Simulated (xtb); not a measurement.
xtb 6.7.1, GFN1-xTB: Cr(NH)(S)(Me)(SH) ([CH3][Cr](=[NH])(=[S])[SH]), 10 atoms. The geometry is a generated start, not checked to be a minimum at this level.

| Item | Result |
|---|---|
| method | GFN1-xTB |
| --acc | 1 (default) |
| --etemp (K) | 300 (default) |
| detailed input (--input) | none: ANC optimiser, Lindh (1995) Hessian, microcycle=20, maxdispl=1.0, hlow=0.01 (default) |
| basis functions | 48 |
| valence electrons | 32 |

```xyz
10

Cr     0.1733    -0.7106     0.2176
N      1.0712    -1.4962    -0.9013
H      1.7664    -2.0434    -1.3967
S      1.0331    -0.6299     2.0825
C      0.1242     1.3125    -0.2227
H      1.0778     1.8320    -0.3301
H     -0.4024     1.7617     0.6337
H     -0.4658     1.4911    -1.1304
S     -1.9871    -1.2732     0.1510
H     -2.3908    -0.2439     0.8964
```

Charge 0 and multiplicity 1 are set for this test and not shown to be the ground state.

The structure is relaxed from this start with --opt LEVEL for the levels crude, sloppy, loose, lax, normal, tight, vtight, extreme, once each. Up to the end of the extreme run atoms move by at most 0.70 Å along an axis.

Q: What is the loosest level that ends within 1 meV of the extreme run, and how many cycles does it take?

A: lax: 14 cycles against 26, ending 0.18 meV above.

| level | cycles | energy above the extreme run (meV) | gradient norm (eV/Å) |
|---|---|---|---|
| crude | 8 | 12 | 0.42 |
| sloppy | 12 | 1.3 | 0.14 |
| loose | 12 | 1.3 | 0.14 |
| lax | 14 | 0.18 | 0.064 |
| normal | 15 | 0.11 | 0.040 |
| tight | 18 | 0.013 | 0.014 |
| vtight | 21 | under 0.01 | 0.0061 |
| extreme | 26 | — | 0.0023 |
